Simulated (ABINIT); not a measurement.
ABINIT run on LaB₆ (Pm-3m, 7 atoms in the cell): self-consistent single point.

Method of the run: PBE, norm-conserving pseudopotentials (PseudoDojo nc-sr-05 PBE standard) (plane waves; ABINIT).

```
CELL_PARAMETERS angstrom
      4.18625     0.00000     0.00000
      0.00000     4.18625     0.00000
      0.00000     0.00000     4.18625
ATOMIC_POSITIONS crystal
  La 0.00000 0.00000 0.00000
  B  0.80012 0.50000 0.50000
  B  0.19988 0.50000 0.50000
  B  0.50000 0.80012 0.50000
  B  0.50000 0.19988 0.50000
  B  0.50000 0.50000 0.80012
  B  0.50000 0.50000 0.19988
```

Reference input (self-consistent single point, DFT, PBE, plane waves, norm-conserving pseudopotentials (PseudoDojo nc-sr-05 PBE standard)): pseudos = [La.upf, B.upf]; ecut = 55 Ha; ixc = 11; occopt = 7; tsmear = 0.00499791 Ha; ngkpt = 7 7 7; nshiftk = 1; shiftk = 0 0 0; potentials = PseudoDojo nc-sr-05 PBE standard; nband = 21; kptopt = 1; nstep = 80. This run's input differs from it in these lines:

```diff
@@ -26,3 +26,3 @@
 kptopt 1
-ngkpt 7 7 7
+ngkpt 5 5 5
 nshiftk 1
```

Output (repeated stretches shortened):

```
--- !BeginCycle
solver: {iscf: 7, nstep: 80, nline: 4, wfoptalg: 0, }
tolerances: {toldfe: 1.00E-09, }
...

     iter   Etot(hartree)      deltaE(h)  residm     vres2
 ETOT  1  -52.626882136734    -5.263E+01 5.113E-02 4.057E+03
 ETOT  2  -52.882657185499    -2.558E-01 1.616E-01 6.428E+01
 ETOT  3  -52.890971750323    -8.315E-03 4.170E-02 1.553E+00
 ETOT  4  -52.892909619241    -1.938E-03 1.963E-02 2.661E+00
 ETOT  5  -52.893867994216    -9.584E-04 2.408E-02 5.577E-01
   [... 24 lines left out ...]
 ETOT 30  -52.894570865439     2.307E-09 6.045E-04 4.209E-05
 ETOT 31  -52.894570868716    -3.277E-09 1.981E-03 7.033E-08
 ETOT 32  -52.894570868889    -1.730E-10 5.195E-04 3.258E-07
 ETOT 33  -52.894570868971    -8.207E-11 1.487E-03 6.561E-07
 At SCF step   33, etot is converged :
  for the second time, diff in etot=  8.207E-11 < toldfe=  1.000E-09

 Cartesian components of stress tensor (hartree/bohr^3)
  sigma(1 1)=  1.36015964E-04  sigma(3 2)=  0.00000000E+00
  sigma(2 2)=  1.36015964E-04  sigma(3 1)=  0.00000000E+00
  sigma(3 3)=  1.36015964E-04  sigma(2 1)=  0.00000000E+00

 ----iterations are completed or convergence reached----

 reduced coordinates (array xred) for    7 atoms
       0.000000000000      0.000000000000      0.000000000000
       0.800120000000      0.500000000000      0.500000000000
       0.199880000000      0.500000000000      0.500000000000
       0.500000000000      0.800120000000      0.500000000000
       0.500000000000      0.199880000000      0.500000000000
       0.500000000000      0.500000000000      0.800120000000
   [... lines left out ...]
 Fermi (or HOMO) energy (hartree) =   0.33400   Average Vxc (hartree)=  -0.41681
   [... lines left out ...]
total_energy        : -5.28945708689707E+01
total_energy_eV     : -1.43933447202554E+03
band_energy         : -1.36846103313535E+00
...

-Cartesian components of stress tensor (GPa)         [Pressure= -4.0017E+00 GPa]
- sigma(1 1)=  4.00172715E+00  sigma(3 2)=  0.00000000E+00
- sigma(2 2)=  4.00172715E+00  sigma(3 1)=  0.00000000E+00
- sigma(3 3)=  4.00172715E+00  sigma(2 1)=  0.00000000E+00

 Calculation completed.
```

The run converged in 33 iterations. Against the reference run the free energy hardly moves (within 1 meV/atom), the pressure moves little (-3.94 to -4.00 GPa) and the largest force goes from 0.065 to 0.073 eV/Å.

The starting cell comes from a database of computed structures (which also holds hypothetical and non-ambient phases and stackings), without a prior relaxation at this level. Its lattice was rescaled by a random factor within 2.5 % of one. With a pressure of about -4 GPa the cell is away from its equilibrium volume at this level.

Cost on one core of a shared machine: roughly 5 min.
